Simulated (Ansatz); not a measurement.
A self-consistent single point of Mo2Rh (Fmm2, 3 atoms in the cell) with Ansatz (a program for electronic structure)

Method: PBEsol, default PAW files made with PBE (plane waves; Ansatz).

Input as run:

Ansatz 0.2 input:
```yaml
# Mo2Rh
crystal:
  lattice:
    - [0.00000000, 1.96782900, 6.19017900]
    - [1.86970400, 0.00000000, 6.19017900]
    - [1.86970400, 1.96782900, 0.00000000]
  atoms:
    - { symbol: Mo, position: [0.34461900, 0.34461900, 0.65538100] }
    - { symbol: Mo, position: [0.65942000, 0.65942000, 0.34058000] }
    - { symbol: Rh, position: [0.00000000, 0.00000000, 0.00000000] }
basis:
  ecutwfc: 420.0
kpoints:
  mp_grid: { grid: [8, 8, 8] }
hamiltonian:
  xc: pbesol
  pseudopotentials: { kind: paw }
scf:
  occupations: { method: gaussian, width: 0.1 }
output:
  forces: true
  eigenvalues: true
  stress: true
```

Output (repeated stretches shortened):

```
WARN ansatz: RAYON_NUM_THREADS=1 ignored (pool sized by the plan → 1); use --threads N
basis.fft_grid_basis auto: the FFT boxes are laid along the combinations [[1, -1, 0], [0, 1, 0], [0, 0, 1]] of the cell's own vectors, 2.714, 6.466 and 2.714 Å …
Pseudopotentials: kind: paw
Pseudopotential: Mo, paw, valence charge 14
Pseudopotential: Rh, paw, valence charge 17
Crystal: 3 atoms, lattice volume = 45.551 Å³
Basis set: ecut = 420 eV, 905 PW (Γ), FFT grids on a1−a2, a2, a3, exchange–correlation on 40×90×40 points (8 copies of the dense FFT grid, shifted against one another)
Bands: 27, of which v1, the nominal top of the filled ones, is band 23 counted from 1 (22 counted from 0)
Symmetry: 4 space group operations
Space group: Fmm2 (ITA 42), of the structure as read, at distance tolerance 3.6e-5 Å
k-points: 95 of 512 (time reversal used)
PAW frozen core: Mo, regenerated for the run's functional, and the local potential with it
PAW frozen core: Rh, regenerated for the run's functional, and the local potential with it
Initial density: superposition of atomic densities (neutral atoms: chi_scale 0, normalization atom), corrected by the library's trained network
Initial wavefunctions: pseudopotential atomic-orbital guess
Eigensolver: davidson
Functional: x = pbesol(κ = 0.804, μ = 0.12345679012345678), c = pbesol(β = 0.046)
SCF iter   1: F=—  HF=-16133.794457 eV  |F-HF|=—  |Δ(HF+E_count)|=         —  Δρ=1.51e-2  dr2=2.57e-1  ethr=1.77e-3  ⟨swp⟩=5.2  Hψ=9264  notcnv=0
all-band conjugate gradients solve this SCF's bands
preconditioner: auto → Kerker (q_TF=auto, 2.723 Å⁻¹)
SCF iter   2: F=—  HF=-16133.778000 eV  |F-HF|=—  |Δ(HF+E_count)|=   1.65e-2  Δρ=7.61e-3  dr2=8.54e-2  ethr=5.71e-4  ⟨swp⟩=1.0  Hψ=3325  notcnv=0
SCF iter   3: F=—  HF=-16133.768760 eV  |F-HF|=—  |Δ(HF+E_count)|=   9.24e-3  Δρ=1.16e-3  dr2=3.38e-3  ethr=1.90e-4  ⟨swp⟩=1.8  Hψ=2673  notcnv=0
SCF iter   4: F=—  HF=-16133.768297 eV  |F-HF|=—  |Δ(HF+E_count)|=   4.63e-4  Δρ=3.06e-4  dr2=8.77e-5  ethr=7.50e-6  ⟨swp⟩=2.1  Hψ=3367  notcnv=0
SCF iter   5: F=—  HF=-16133.768276 eV  |F-HF|=—  |Δ(HF+E_count)|=   2.06e-5  Δρ=7.77e-5  dr2=5.71e-6  ethr=1.95e-7  ⟨swp⟩=2.0  Hψ=3510  notcnv=0  defer=1
SCF iter   6: F=—  HF=-16133.768275 eV  |F-HF|=—  |Δ(HF+E_count)|=   9.72e-7  Δρ=2.66e-5  dr2=2.37e-7  ethr=1.27e-8  ⟨swp⟩=2.0  Hψ=3440  notcnv=0  defer=1
SCF iter   7: F=-16133.768275 eV  HF=-16133.768275 eV  |F-HF|=1.07e-8  |Δ(HF+E_count)|=   3.11e-8  Δρ=8.44e-6  dr2=1.78e-8  ethr=2.22e-10  ⟨swp⟩=5.6  Hψ=9837  notcnv=0
SCF 1 converged in 7 iterations: F = -16133.768275 eV  dr2 = 1.78e-8
SCF converged after 7 iterations
Free energy (F): -16133.768275 eV
Harris-Foulkes:  -16133.768275 eV  (|F-HF|=1.07e-8)
Internal energy: -16133.759479 eV  (E = F + TS)
E sigma→0 (E₀):  -16133.763877 eV
Entropy (-TS):   -0.008796 eV (-2.932 meV/atom)
Fermi energy:    21.015748 eV
--- Per-component energies (eV) ---
  E_band       = -218.634894
  E_kinetic    = 1453.283358
  E_local      = -3420.772269  (includes V_loc(G=0)·N_el)
  E_nonlocal   = 644.059096
  E_hartree    = 1200.185029
  E_xc         = -585.161026
  E_vxc        = -734.567994  (∫ρ·V_xc dr)
  E_paw        = -9810.780864  (= ΣΔE_a)
  E_vpaw       = -561.002050  (= ΣTr[D̂ρ^β])
  E_aug_tail   = 0.000895  (compensation charges beyond the density's cutoff)
  E_ewald      = -5615.268497
  E_core_change = 0.694798  (= ΣΔE_core)
  E_smearing   = -0.008796  (= −TS)
  E_closure    = -0.000000  (closes the sum)
  Σ components = -16133.768275   (vs F -16133.768275, Δ=0.00e0)
--- Forces (eV/Å), atoms counted from 1 ---
  atom   1  Mo     0.00000000     0.00000000    -0.53884654
  atom   2  Mo     0.00000000     0.00000000     0.38557813
  atom   3  Rh     0.00000000     0.00000000     0.15326845
  max |Σ_I F_I| component: 4.55e-8 eV/Å
--- Stress (GPa, compression-positive) ---
       -5.830776       0.000000       0.000000
        0.000000      -7.183913       0.000000
        0.000000       0.000000      -9.766014
  P = ⅓ Tr σ = -7.5936 GPa (-75.936 kbar)
  The stress holds the Pulay correction. Without it, at fixed plane waves, as pw.x and ABINIT print it: P = -7.6427 GPa
--- Band table (eV; the first three rows and the last of 95) ---
  k-point 0: bands = ["-57.6204", "-40.1413", "-40.0642", "-25.5835", "-25.3527", "-25.3227", "-14.4231", "-13.9460", "-13.7390", "-13.6722", "-13.6182", "-13.5791", "13.5649", "15.4999", "15.8745", "16.1730", "17.0603", "18.6510", "18.7224", [...]
  k-point 1: bands = ["-57.6153", "-40.1212", "-40.0491", "-25.5783", "-25.3953", "-25.3300", "-14.3909", "-13.9769", "-13.8318", "-13.7551", "-13.6832", "-13.5881", "14.0157", "15.7443", "16.1811", "16.4733", "17.4217", "18.5067", "18.9654", [...]
  k-point 2: bands = ["-57.6032", "-40.0711", "-40.0137", "-25.5658", "-25.5228", "-25.3214", "-14.3434", "-14.2422", "-14.0804", "-13.9225", "-13.6447", "-13.5698", "15.1189", "16.0272", "16.5139", "17.0895", "18.1687", "18.6657", "18.8006", [...]
  k-point 94: bands = ["-57.6204", "-40.1427", "-40.0628", "-25.5837", "-25.3527", "-25.3227", "-14.3897", "-13.9812", "-13.7348", "-13.6702", "-13.6225", "-13.5811", "14.5698", "15.0854", "15.2429", "15.6959", "17.9157", "17.9906", "18.8743", [...]
```

The run converged in 7 iterations.

The starting cell comes from a database of computed structures (which also holds hypothetical and non-ambient phases and stackings), without a prior relaxation at this level. Its lattice was rescaled by up to half a per cent. One atom was moved a little off its site on purpose. Spin polarisation is off. With a pressure of about -8 GPa the cell is away from its equilibrium volume at this level. Ansatz's pressure includes its estimate of the finite-basis (Pulay) stress.
